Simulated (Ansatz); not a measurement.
The reference is TiC in the rock salt structure (space group Fm-3m, No. 225; a = 4.293 Å; relaxed with 0.1 eV smearing).

Method: PBEsol (Ansatz, an electronic-structure program; PAW; 420 eV plane waves; no spin-orbit coupling).

Base values:

```
Quantity    Value
--------  -------
Pressure  0.0 GPa
```

The change: the cell is scaled by 1.0050 in all directions, atoms relaxed at fixed cell.

**Question.** What happens to the pressure and energy relative to the base?

**Answer.** The pressure goes from zero to -3.9 GPa; the energy grows by 1.8 meV/atom.

The cells carry an imposed strain or load. No phonon test of stability was made. The final runs are not spin-polarised.
